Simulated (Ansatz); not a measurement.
An Ansatz (a quantum-chemistry and plane-wave program) input for Bi2(Te,Se)3 alloy cell Bi2SeTe2 (tetradymite start):

Ansatz 0.2 input:
```yaml
crystal:
  lattice:
    - [8.609837525, 0.000000029, 0.000000007]
    - [-4.304918787, 7.454367038, 0.001383126]
    - [0.0, -2.482949853, 9.873200742]
  atoms:
    - { symbol: Bi, position: [0.200809683, 0.401619366, 0.20528418] }
    - { symbol: Bi, position: [0.200809683, 0.901619366, 0.20528418] }
    - { symbol: Bi, position: [0.700809683, 0.401619366, 0.20528418] }
    - { symbol: Bi, position: [0.700809683, 0.901619366, 0.20528418] }
    - { symbol: Bi, position: [0.297733714, 0.595467427, 0.785974809] }
    - { symbol: Bi, position: [0.297733714, 0.095467427, 0.785974809] }
    - { symbol: Bi, position: [0.797733714, 0.595467427, 0.785974809] }
    - { symbol: Bi, position: [0.797733714, 0.095467427, 0.785974809] }
    - { symbol: Te, position: [0.998586035, 0.997172071, 0.99149109] }
    - { symbol: Te, position: [0.998586035, 0.497172071, -0.00850891] }
    - { symbol: Te, position: [0.498586035, -0.002827929, -0.00850891] }
    - { symbol: Te, position: [0.498586035, 0.497172071, -0.00850891] }
    - { symbol: Se, position: [0.105725224, 0.211450447, 0.633713703] }
    - { symbol: Se, position: [0.105725224, 0.711450447, 0.633713703] }
    - { symbol: Se, position: [0.605725224, 0.211450447, 0.633713703] }
    - { symbol: Se, position: [0.605725224, 0.711450447, 0.633713703] }
    - { symbol: Te, position: [0.397145344, 0.794290689, 0.383536219] }
    - { symbol: Te, position: [0.397145344, 0.294290689, 0.383536219] }
    - { symbol: Te, position: [0.897145344, 0.794290689, 0.383536219] }
    - { symbol: Te, position: [0.897145344, 0.294290689, 0.383536219] }
basis:
  ecutwfc: 420
  ecutrho_ratio: 4
  xc_grid: 2
kpoints:
  mp_grid: { grid: [3, 3, 3] }
hamiltonian:
  xc: pbe
  dispersion: d3bj
  pseudopotentials: { kind: paw }
scf:
  n_extra_bands: 44
  occupations: { method: fermi_dirac, width: 0.01 }
output:
  eigenstates:
    kpoints:
      - [0.0, 0.0, 0.0]
      - [0.0, 0.0, -0.5]
    e_range: [-5, 6]
    localisation: true
  eigenvalues: true
magnetization:
  noncollinear: true
  spin_orbit: true
```

Calculation: PBE+D3(BJ) with spin-orbit coupling (plane waves to 420 eV, PAW; Ansatz).  Its k-point mesh 3×3×3, Fermi–Dirac width 0.01 eV.

### Question
Write the closing report of this run, without the band table and long remarks, to eight decimals at most.

### Answer
```
SCF converged after 11 iterations
Magnetization: |M| = 0.0000 μB,  M = (+0.0000, +0.0000, +0.0000) μB
Absolute magnetization: 0.0000 μB (∫|m|)
  site 0: m = (+0.0000, +0.0000, +0.0000) μB, |m| = 0.0000 μB  (R = 1.26 Å)
  site 1: m = (+0.0000, +0.0000, +0.0000) μB, |m| = 0.0000 μB  (R = 1.26 Å)
  site 2: m = (+0.0000, +0.0000, +0.0000) μB, |m| = 0.0000 μB  (R = 1.26 Å)
  site 3: m = (+0.0000, +0.0000, +0.0000) μB, |m| = 0.0000 μB  (R = 1.26 Å)
  site 4: m = (+0.0000, +0.0000, +0.0000) μB, |m| = 0.0000 μB  (R = 1.20 Å)
  site 5: m = (+0.0000, +0.0000, +0.0000) μB, |m| = 0.0000 μB  (R = 1.20 Å)
  site 6: m = (+0.0000, +0.0000, +0.0000) μB, |m| = 0.0000 μB  (R = 1.20 Å)
  site 7: m = (+0.0000, +0.0000, +0.0000) μB, |m| = 0.0000 μB  (R = 1.20 Å)
  site 8: m = (+0.0000, +0.0000, +0.0000) μB, |m| = 0.0000 μB  (R = 1.32 Å)
  site 9: m = (+0.0000, +0.0000, +0.0000) μB, |m| = 0.0000 μB  (R = 1.32 Å)
  site 10: m = (+0.0000, +0.0000, +0.0000) μB, |m| = 0.0000 μB  (R = 1.32 Å)
  site 11: m = (+0.0000, +0.0000, +0.0000) μB, |m| = 0.0000 μB  (R = 1.32 Å)
  site 12: m = (+0.0000, +0.0000, +0.0000) μB, |m| = 0.0000 μB  (R = 1.20 Å)
  site 13: m = (+0.0000, +0.0000, +0.0000) μB, |m| = 0.0000 μB  (R = 1.20 Å)
  site 14: m = (+0.0000, +0.0000, +0.0000) μB, |m| = 0.0000 μB  (R = 1.20 Å)
  site 15: m = (+0.0000, +0.0000, +0.0000) μB, |m| = 0.0000 μB  (R = 1.20 Å)
  site 16: m = (+0.0000, +0.0000, +0.0000) μB, |m| = 0.0000 μB  (R = 1.26 Å)
  site 17: m = (+0.0000, +0.0000, +0.0000) μB, |m| = 0.0000 μB  (R = 1.26 Å)
  site 18: m = (+0.0000, +0.0000, +0.0000) μB, |m| = 0.0000 μB  (R = 1.26 Å)
  site 19: m = (+0.0000, +0.0000, +0.0000) μB, |m| = 0.0000 μB  (R = 1.26 Å)
Free energy (F): -177258.158521 eV
Harris-Foulkes:  -177258.158521 eV  (|F-HF|=1.01e-8)
Internal energy: -177258.158521 eV  (E = F + TS)
E sigma→0 (E₀):  -177258.158521 eV
Entropy (-TS):   0.000000 eV (0.000 meV/atom)
Fermi energy:    9.293990 eV
--- Per-component energies (eV) ---
  E_band       = -4364.894259
  E_kinetic    = 4345.070568
  E_local      = -31954.144982  (includes V_loc(G=0)·N_el)
  E_nonlocal   = -362.919054
  E_hartree    = 15228.811252
  E_xc         = -2632.068244
  E_vxc        = -2389.655484  (∫ρ·V_xc dr)
  E_paw        = -130612.209050  (= ΣΔE_a)
  E_vpaw       = -4460.861276  (= ΣTr[D̂ρ^β])
  E_aug_tail   = -0.006734  (compensation charges beyond the density's cutoff)
  E_ewald      = -31261.954121
  E_disp       = -8.738157  (pairwise vdW)
  E_smearing   = 0.000000  (= −TS)
  E_closure    = 0.000000  (closes the sum)
  Σ components = -177258.158521   (vs F -177258.158521, Δ=0.00e0)
```

Cost: around 40 core-minutes (rough).
